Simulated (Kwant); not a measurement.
Model: Hückel tight-binding model, one pz orbital an atom, one spin, coherent transport at 0 K (Kwant). Conductance is in e²/h.

Device: π system c1ccc(cc1)-c1cccc(c1)-c1ccccc1 between two chain leads. The π system is taken as planar. Atoms are numbered from 0 in the order of the SMILES. Site energies (eV, carbon 0): [0.0, 0.0, 0.0, 0.0, 0.0, 0.0, 0.0, 0.0, 0.0, 0.0, 0.0, 0.0, 0.0, 0.0, 0.0, 0.0, 0.0, 0.0]. Bonds (i, j, β in eV): (0,1,-2.7) (1,2,-2.7) (2,3,-2.7) (3,4,-2.7) (4,5,-2.7) (3,6,-2.7) (6,7,-2.7) (7,8,-2.7) (8,9,-2.7) (9,10,-2.7) (10,11,-2.7) (10,12,-2.7) (12,13,-2.7) (13,14,-2.7) (14,15,-2.7) (15,16,-2.7) (16,17,-2.7) (5,0,-2.7) (11,6,-2.7) (17,12,-2.7). Leads: chains of hopping −4.1 eV, joined by −1.4 eV to atoms 0 and 2.

Site energies and bond integrals are typed Hückel values.

Sweep values stay those of the base run.

One input was changed, with this effect: transmission at E = 0 < 1e-12 → 0.031.

**Question.** Which change was it?
A) contacts moved from atoms [0, 2] to [7, 9]
B) contacts moved from atoms [0, 2] to [1, 4]
C) contacts moved from atoms [0, 2] to [2, 4]
D) contacts moved from atoms [0, 2] to [2, 7]
E) contacts moved from atoms [0, 2] to [0, 15]
F) contacts moved from atoms [0, 2] to [2, 13]

**Answer.** B, contacts moved from atoms [0, 2] to [1, 4]
